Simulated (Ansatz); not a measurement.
C on the 1x1 (0001) surface of hcp Co, ferromagnetic, one in a 2x2 cell, energies for each (21.5 Å²). Energies are against an atom of graphite, without zero-point or thermal terms; each row is named by its start.

Computed with PBE (plane waves to 420 eV, PAW; Ansatz, an electronic-structure program).

Slab: 17 atoms, 6.0 Å thick at the start under the adsorbate (thin: gaps and levels are the slab's own); k 7x7x1, smearing 0.1 eV, dipole-corrected; 8 atoms held, the rest relaxed; each run with such symmetry as its start has; spin-polarised, no spin-orbit, no U, no dispersion correction.

A negative adsorption energy means that the adsorbate is more stable on the surface than in its reference. Heights count from the host atoms within 0.3 Å of the top one.

```tsv
starting site	E_ads (eV)	height (Å)	nearest host atom (Å)	bonded to	Δ work function (eV)	lateral drift (Å)	moment (μB)
top Co	3.00	___	Co 1.59	Co	0.72	0.0	25.4
hollow Co-Co-Co	___	1.03	Co 1.78	3 Co	___	0.0	25.0
hollow Co-Co-Co over Co at depth 2.0 Å	0.95	0.97	Co 1.77	3 Co	0.52	0.0	24.8
bridge Co-Co (span 2.5 Å)	0.96	0.97	Co 1.77	3 Co	0.52	0.7	24.8
```

Q: What belongs in the gaps?

A: 
- top Co, height (Å): 1.70
- hollow Co-Co-Co, E_ads (eV): 1.22
- hollow Co-Co-Co, Δ work function (eV): 0.59
